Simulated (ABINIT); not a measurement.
Input and output of a self-consistent single point for PdIn (P1, 2 atoms in the cell) (ABINIT).

Level of theory: PBE, PAW (JTH v2.0 PBE PAW) (plane waves; ABINIT).

The change in words: lattice scaled by 0.98. Reference geometry:
```yaml
crystal:
  lattice:
    - [3.25000, 0.00000, 0.00000]
    - [0.00000, 3.25000, 0.00000]
    - [0.00000, 0.00000, 3.25000]
  atoms:
    - { symbol: In, position: [0.50130, 0.49836, 0.49347] }
    - { symbol: Pd, position: [0.99870, 0.00164, 0.00653] }
```

Reference input (self-consistent single point, DFT, PBE, plane waves, PAW (JTH v2.0 PBE PAW)): pseudos = [In.GGA_PBE-JTH.xml, Pd.GGA_PBE-JTH.xml]; ecut = 24 Ha; pawecutdg = 48 Ha; ixc = 11; occopt = 7; tsmear = 0.00499791 Ha; ngkpt = 8 8 8; nshiftk = 1; shiftk = 0 0 0; potentials = JTH v2.0 PBE PAW; nband = 22; kptopt = 1. This run's input differs from it in these lines:

```diff
@@ -5,5 +5,5 @@
 rprim
-         3.2500000000    0.0000000000    0.0000000000
-         0.0000000000    3.2500000000    0.0000000000
-         0.0000000000    0.0000000000    3.2500000000
+         3.1850000000    0.0000000000    0.0000000000
+         0.0000000000    3.1850000000    0.0000000000
+         0.0000000000    0.0000000000    3.1850000000
 natom 2
```

Output (repeated stretches shortened):

```
--- !BeginCycle
solver: {iscf: 17, nstep: 50, nline: 4, wfoptalg: 10, }
tolerances: {tolvrs: 1.00E-12, }
...

     iter   Etot(hartree)      deltaE(h)  residm     nres2
 ETOT  1  -179.09784602162    -1.791E+02 7.281E+01 5.060E+01
 ETOT  2  -186.85940224900    -7.762E+00 2.788E-01 1.345E+01
 ETOT  3  -186.88294844890    -2.355E-02 1.237E-01 4.325E+00
 ETOT  4  -186.89070574856    -7.757E-03 6.848E-02 3.317E+00
 ETOT  5  -186.88841662521     2.289E-03 2.166E-02 6.976E-01
   [... 14 lines left out ...]
 ETOT 20  -186.88765322062    -4.124E-11 4.037E-04 1.838E-09
 ETOT 21  -186.88765322060     2.262E-11 3.161E-04 7.467E-11
 ETOT 22  -186.88765322060    -4.263E-12 2.161E-04 1.589E-11
 ETOT 23  -186.88765322060    -2.046E-12 1.668E-04 7.943E-13
 At SCF step   23       nres2   =  7.94E-13 < tolvrs=  1.00E-12 =>converged.

 Cartesian components of stress tensor (hartree/bohr^3)
  sigma(1 1)= -5.81045492E-04  sigma(3 2)= -2.00159920E-06
  sigma(2 2)= -5.80897651E-04  sigma(3 1)=  1.58519938E-06
  sigma(3 3)= -5.75899378E-04  sigma(2 1)=  5.04913919E-07

 ----iterations are completed or convergence reached----

 reduced coordinates (array xred) for    2 atoms
       0.501301000000      0.498359000000      0.493466000000
       0.998699000000      0.001641000000      0.006534000000
 cartesian forces (eV/Angstrom) at end:
    1     -0.05518846228893     0.06966784306803     0.27370715593666
    2      0.05518846228893    -0.06966784306803    -0.27370715593666
 frms,max,avg= 1.6614751E-01 2.7370716E-01  -8.453E-04  9.550E-04  6.112E-03 e/A
   [... lines left out ...]
 Fermi (or HOMO) energy (hartree) =   0.41463   Average Vxc (hartree)=  -0.45550
 Fermi (or HOMO) energy (eV) =  11.28273   Average Vxc (eV)= -12.39476
   [... lines left out ...]
'-kT*entropy'       : -3.92894138644142E-04
total_energy        : -1.86887652597434E+02
total_energy_eV     : -5.08547165352311E+03
...

-Cartesian components of stress tensor (GPa)         [Pressure=  1.7043E+01 GPa]
- sigma(1 1)= -1.70949457E+01  sigma(3 2)= -5.88890718E-02
- sigma(2 2)= -1.70905961E+01  sigma(3 1)=  4.66381681E-02
- sigma(3 3)= -1.69435418E+01  sigma(2 1)=  1.48550779E-02

 Calculation completed.
```

The run converged in 23 iterations. 

The starting cell has typed, rounded lattice constants, without a prior relaxation at this level. Its atoms were displaced at random from the sites of space group no. 221. For this run, on top of that: lattice scaled by 0.98. Spin polarisation is off. With a pressure of about 17 GPa the cell is away from its equilibrium volume at this level.

These are the values that this program gave, and no reference: the one-centre exchange-correlation terms come from a truncated expansion.

Cost on one core of a shared machine: roughly 8 min.
